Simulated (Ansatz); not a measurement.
This concerns the surface energy of the Cu(111) slab with 2 La, the mean of its two faces, with the listed reservoirs for the atoms in excess. Reaction: 2 La (P6₃/mmc) + 28 Cu (fcc) → cell A.

Cell A: a slab of Cu (fcc, Fm-3m) cut along (111), 30 atoms, hexagonal cell of 5.13 Å (22.8 Å²), symmetry P-3m1 within 0.02 Å, 17.1 Å thick under 17 Å of vacuum, in-plane vectors held at the crystal's; planes from bottom to top: La | Cu4 × 7 | La; added, foreign or displaced atoms, above the top plane and below the bottom plane: two times La bound to 3 Cu at 2.76 Å; spin state with PBE: run without spin, k-point mesh 10×10×1.
```xyz
30
Lattice="5.1334 0.0000 0.0000 2.5667 4.4456 0.0000 0.0000 0.0000 34.1689" Properties=species:S:1:pos:R:3 pbc="T T T"
Cu     0.0308     0.0178    10.8509
Cu     2.5359     0.0178    10.8509
Cu     1.2833     2.1873    10.8509
Cu     3.8500     2.2228    10.4359
Cu     1.2833     0.7409    12.9696
Cu     3.8500     0.7576    12.8820
Cu     2.5812     2.9554    12.8820
Cu     5.1189     2.9554    12.8820
Cu     5.1263     1.4860    14.9967
Cu     2.5738     1.4860    14.9967
Cu     6.4167     3.7047    14.9778
Cu     3.8500     3.6965    14.9967
Cu     0.0000     0.0000    17.0845
Cu     2.5667     0.0000    17.0845
Cu     1.2833     2.2228    17.0845
Cu     3.8500     2.2228    17.0845
Cu     1.2833     0.7409    19.1912
Cu     3.8500     0.7491    19.1723
Cu     2.5738     2.9597    19.1723
Cu     5.1263     2.9597    19.1723
Cu     5.1189     1.4902    21.2870
Cu     2.5812     1.4902    21.2870
Cu     6.4167     3.7047    21.1993
Cu     3.8500     3.6880    21.2870
Cu    -0.0308    -0.0178    23.3180
Cu     2.5975    -0.0178    23.3180
Cu     1.2833     2.2583    23.3180
Cu     3.8500     2.2228    23.7330
La     1.2833     0.7409    25.6294
La     6.4167     3.7047     8.5396
```

Reference: La (P6₃/mmc), 4 atoms in the cell, k-point mesh 18×18×6 on the run's own vectors. Conventional cell: a = b = 3.7694 Å, c = 12.1134 Å, α = β = 90.00°, γ = 120.00°.

Reference: Cu (fcc, Fm-3m), 4 atoms in the cell, the relaxed perfect crystal repeated, atoms not moved again; spin state with PBE: run without spin, k-point mesh 10×10×22 on the run's own vectors.

Plane-wave PAW calculations with Ansatz (an electronic-structure program), its default PAW set, cutoff 420 eV, 500 eV for r2SCAN. The structures are at rest with PBE, within the held lattices; other levels are single points on them. Neutral cells; Fermi-Dirac smearing of at most 0.10 eV in the solids, energies taken to zero width. The lattices are those relaxed with PBE, so at other levels the solids can be strained, which adds to the spread. Larger cells are relaxed from a start prepared with the learned potential CHGNet till forces fall under 0.03 eV/Å, which some starts already meet. A dispersion term (D3(BJ), or D4 for r2SCAN) was computed beside these levels and is taken off wherever the name lacks it. The PAW files were made for PBE and serve at the other functionals too. Space groups of crystals are read within 0.01 Å. Nuclei at rest; no vibrational terms. Cells are local rest points, mostly with their start's symmetry. Spin-orbit coupling is left out. Values are for these cell sizes. Cell A has symmetry P-3m1 within 0.02 Å and got no random move, so less symmetric positions, which may lie lower, weren't tried.

Question: What value does PBE give?

Answer: 1.09 J/m², for 2 La (P6₃/mmc) + 28 Cu (fcc) → cell A.

Question: What do the other levels give, and how wide is the spread?

Answer: 
```csv
Functional,value (J/m²),less PBE
r2SCAN,1.20,0.11
```

The levels shown span 0.11 J/m², from PBE (1.09) to r2SCAN (1.20).
